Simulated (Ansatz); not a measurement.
## Effect of Li interstitial (started 1.92 Å from the nearest host atom), symmetric start on TaC

Base system: a 24-atom supercell of TaC in the rock salt structure (space group Fm-3m, No. 225; a = 4.440 Å) at its relaxed geometry.

One thing is altered: one Li atom is added in an open site, starting 1.92 Å from the nearest host atom, atoms relaxed at fixed cell.

Calculations: plane-wave PAW DFT at the PBEsol level (Ansatz, a first-principles code, 420 eV), no spin-orbit coupling, earlier PAW set. Settings: 6×5×6 k-points, 0.05 eV Fermi–Dirac smearing.

```csv
quantity,base,changed,shift
pressure,-0.1 GPa,10.4 GPa,+10.44 GPa
largest displacement of a host atom from its site in the perfect cell,–,0.24 Å,–
final site of the added atom,–,4 C at 1.90 Å and 4 Ta at 2.13–2.16 Å (cubic),–
```

The cell is small, so the values are those of an ordered compound at a high defect concentration; dilute-limit values will differ. The defect started on the symmetric site and kept its symmetry, so it may sit on a saddle. The final runs are not spin-polarised. An odd electron count without spin: LiTa12C12 and TaC. The defect cell is not spin-polarised.
